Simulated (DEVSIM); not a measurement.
Structure: Schottky contact on n-type β-Ga2O3, at 400 K.

Layer 1 from the left is β-Ga2O3, thickness (μm) 0.610, Nd (cm⁻³) 2e16, τn (s) 3.1e-8, τp (s) 3.1e-8.

Left contact: Schottky, work function 5.04 eV, emission velocity 2.1e6 cm/s. Right contact: ohmic. Voltage is applied to the left contact. Recombination: SRH at mid-gap. Mobility is μmin + (μ − μmin)/(1 + (N/Nref)^α).

Constants are typed, rounded textbook-type inputs, not results; the design itself was drawn at random and stands for no fabricated device. Values at 300 K; Nc and Nv go as T^1.5, mobilities as T to minus their exponent, the gap by Varshni's rule with the affinity fixed.

β-Ga2O3: gap (eV) 4.8, affinity (eV) 4, permittivity 10, Nc (cm⁻³) 3.7e18, Nv (cm⁻³) 5e20, μn (cm²/Vs) 160, μp (cm²/Vs) 1, μn,min 20, μp,min 0.1, Nref,n 1e18, Nref,p 1e18, αn 0.8, αp 0.8, T exponent of μn 1.8, T exponent of μp 1.5, Varshni α (eV/K) 0.0004, Varshni β (K) 600.

Model (solved in DEVSIM): 1D drift-diffusion, Boltzmann statistics, complete ionisation; no tunnelling, impact ionisation, image-force lowering or self-heating. Metal contacts follow the ideal Schottky-Mott rule: no Fermi-level pinning, no interface dipoles.

Dark forward current:

```tsv
|V| (V)	|J| (A/cm²)
0.05	3.752e-7
0.10	1.959e-6
0.15	8.643e-6
0.20	3.684e-5
0.25	0.0001556
0.30	0.0006549
0.35	0.002749
0.40	0.01151
0.45	0.04798
0.50	0.1988
0.55	0.8149
0.60	3.266
0.65	12.38
0.70	41.10
0.75	108.3
0.80	221.1
0.85	370.8
0.90	545.7
0.95	737.4
1.00	940.5
1.05	1152
1.10	1369
1.15	1591
1.20	1816
1.25	2044
```

Q: Work out the local ideality factor n = ΔV / (kT/q · ln(J2/J1)) between the rows 0.15 and 0.20 V, 1.20 and 1.25 V.

A: kT/q = 34.47 mV. From 0.15 to 0.20 V: ln(3.684e-5/8.643e-6) = 1.450, n = 1.00, near the 1 of diffusion or emission over a barrier. From 1.20 to 1.25 V: ln(2044/1816) = 0.118, n = 12.26; the layers' resistance at their doping, Σ W/(qμN) = 0.00021 Ω cm², would take 47 mV of this step of 50 mV.

Q: Estimate the current at 0.35 V for emission alone, J0 = q v N_band exp(−φB/kT), and read the barrier back from the simulated current.

A: φB = 1.040 eV, N_band = 5.70e18 cm⁻³, J0 = 1.51e-7 A/cm²; J = J0 (exp(qV/kT) − 1) = 0.00388 A/cm². The simulation gives 0.00275 A/cm²; the estimate lies 41 % above. Read backwards, the simulated current gives an apparent barrier of 1.052 eV. The estimate leaves out transport through the depletion region and minority injection.
